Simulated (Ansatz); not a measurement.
Consider a periodic stack without vacuum, fcc Al (0 0 1) on zinc-blende GaSb (0 0 1) (film strained to the substrate, started from cuts of the bulks and a machine-learned relaxation; slabs Ga10Sb12 and Al30, which can lie off the formulas): substrate slab Ga10Sb12, film Al30, surface cells [[0, -1], [2, 1]] and [[-3, -1], [-1, -2]], film strained by -2.8 and -2.8 %, outermost planes Sb/Sb and Al/Al as cut, which need not be the usual terminations and can put a slab off its formula. Its start:

```
Al15Ga5Sb6
1.0
    6.21261     0.00000     0.00259
    0.00000     6.21261    -0.00170
    0.53057    -0.00846    30.89296
Ga Sb Al
10 12 30
Cartesian
  6.22234  -0.00590   5.93626
  3.11881   3.09663   5.91112
  3.12980  -0.02895   2.84480
  6.23617   3.08725   2.82675
  6.22013   0.00157  12.15731
  3.11203   3.10299  12.16956
  3.11106  -0.00324   9.04619
  6.21579   3.10451   9.04592
  3.11466   0.00409  15.23127
  6.21872   3.11892  15.26032
  4.68030   1.53615   4.36835
  1.55748   4.65277   4.36947
  1.66617   1.64049   1.25031
  4.69780   4.65084   1.19062
  4.66189   1.55216  10.60760
  1.56003   4.65518  10.60566
  1.56219   1.55282   7.48142
  4.66073   4.65290   7.47988
  4.61325   1.60022  16.83222
  1.59076   4.64751  16.90223
  1.54733   1.55734  13.71185
  4.66960   4.66391  13.70868
  6.27857   5.52466  21.37062
  3.79147   0.56860  21.30048
  5.00482   3.01502  21.34142
  2.55281   4.29095  21.32585
  1.32626   1.80797  21.38315
  0.66227   3.64914  19.33404
  4.41851   4.88444  19.29347
  5.69199   1.15466  19.30089
  3.15111   2.43008  19.08579
  1.91121   6.18559  19.25875
  6.27935   5.53579  25.54557
  3.78151   0.55791  25.54038
  5.03003   3.06560  25.56490
  2.55166   4.27388  25.55586
  1.29636   1.80210  25.54954
  0.67354   3.66292  23.44443
  4.40593   4.92661  23.43688
  5.65600   1.18723  23.44251
  3.17480   2.42764  23.44889
  1.92975   6.13996  23.43592
  6.29394   5.53688  29.71075
  3.74985   0.58177  29.86762
  5.00826   3.00969  29.75380
  2.52729   4.28928  29.77289
  1.21747   1.79011  29.60463
  0.66803   3.68901  27.63716
  4.39925   4.91684  27.70398
  5.60920   1.16207  27.60821
  3.15814   2.43752  27.67300
  1.95358   6.16243  27.64086
```

The start was prepared with a machine-learned potential, and the result is one local minimum, with the in-plane cell held and forces under 0.04 eV/Å; the film can end far from its bulk form.

These are PBE (plane waves to 420 eV, PAW; Ansatz, a first-principles code) values and carry that method's errors. No spin–orbit coupling; the runs are not spin-polarised. Its k-point mesh 4×4×1, Fermi–Dirac width 0.05 eV.

Task: Predict the relaxed interface.

Result: 
```
Item                                                                                        Value
--------------------------------------------------------------------------------  ---------------
interface area                                                                            38.6 Å²
period                                                                                    30.73 Å
heights between the nearest atoms of the two slabs at the two interfaces          1.99 and 2.30 Å
Al–Sb contacts across the interfaces within 1.22 times the sum of covalent radii  10, mean 2.88 Å
```
